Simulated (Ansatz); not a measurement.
The starting structures come from a database of crystals and need not be the phases stable at ambient conditions.

Inside the gap of an insulator the Bloch states are evanescent, with a wavenumber k + iκ along the transport direction.

Data:

```
CELL_PARAMETERS angstrom
      6.05150     0.00000     0.00000
     -3.02575     7.07580     0.00000
      3.02575     0.00000    12.26882
ATOMIC_POSITIONS crystal
  Rb 0.31909 0.00000 0.36182
  Rb 0.68091 0.00000 0.63818
  Rb 0.93091 0.50000 0.13818
  Rb 0.56909 0.50000 0.86182
  V  0.75000 0.50000 0.50000
  V  0.50000 0.00000 0.00000
  Ag 0.25000 0.50000 0.50000
  Ag 0.00000 0.00000 0.00000
  Se 0.25037 0.80374 0.88774
  Se 0.86189 0.19626 0.88774
  Se 0.33437 0.19626 0.11226
  Se 0.55337 0.80374 0.11226
  Se 0.99963 0.69626 0.61226
  Se 0.38811 0.30374 0.61226
  Se 0.91563 0.30374 0.38774
  Se 0.69663 0.69626 0.38774
```

Space group of this cell: Fddd. The cell is taken as given; by PBEsol its mean pressure is -2.1 GPa.

Transport runs along the normal of the first two printed cell vectors.

The gap is the functional's own, uncorrected, and κ follows it; spin-orbit coupling is left out. Mid-gap values are interpolated between the computed energies.

Q: Give the band gap and the smallest decay constant κ at mid-gap that PBEsol in Ansatz (a first-principles code) yields.

A: Gap 1.01 eV on a 6×6×6 mesh; κ = 0.386 1/Å, at the zone centre.
